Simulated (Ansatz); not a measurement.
**A computed series for Ge: pressure series**

The parent structure is Ge (space group Ia-3, No. 206; a = 6.9373 Å; a cell from a computed database, its experimental status unchecked).

Cell and atoms are relaxed at each pressure.

Level of theory: PBEsol (Ansatz, an electronic-structure program), scalar-relativistic without spin-orbit coupling.

```tsv
pressure (GPa)	volume per atom (Å³/atom)
0	20.866
0.3	20.782
0.7	20.653
1.5	?
3	20.020
5	19.535
```

Task: Fit the third-order Birch–Murnaghan form P(V) = (3B₀/2)[(V₀/V)^(7/3) − (V₀/V)^(5/3)]·[1 + (3/4)(B₀′ − 4)((V₀/V)^(2/3) − 1)] (squares taken in P) to the rows shown and predict the withheld row.

Result: Least squares on the printed values gives V₀ = 20.869 Å³/atom, B₀ = 66.7 GPa, B₀′ = 3.8; this predicts 20.424 Å³/atom, and the run gives 20.418 Å³/atom, 0.006 lower.

Load acts through the strain it causes; cell and atoms are relaxed under it. Whether these cells are dynamically stable was not tested. Competing high-pressure phases were not computed. This is not the structure that Ge has at room temperature and ambient pressure.
